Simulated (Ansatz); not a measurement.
## Response to strain in MgS

The reference is MgS in the rock salt structure (space group Fm-3m, No. 225).

```xyz
2
Lattice="0.0000 2.5910 2.5910 2.5910 0.0000 2.5910 2.5910 2.5910 0.0000" Properties=species:S:1:pos:R:3 pbc="T T T"
Mg     0.0000     0.0000     0.0000
S      2.5910     2.5910     2.5910
```

Cartesian axes are those of the cell as printed.

Strains are applied to the cell and any free atomic positions relax.

The values are results of PBEsol (Ansatz, an electronic-structure program), spin-orbit coupling left out, not measurements.

Candidates:
(a) uniaxial strain ε_zz = −1.50 %
(b) uniaxial strain ε_zz = −2.50 %
(c) uniaxial strain ε_zz = −3.00 %

For the base:

```
Item                  Result
-------------------  -------
Smallest direct gap  3.69 eV
```

Question: Order them by smallest direct gap, highest first.

Answer: (c) uniaxial strain ε_zz = −3.00 % (3.89 eV), (b) uniaxial strain ε_zz = −2.50 % (3.85 eV), (a) uniaxial strain ε_zz = −1.50 % (3.79 eV)

Stability against distortions was not tested.
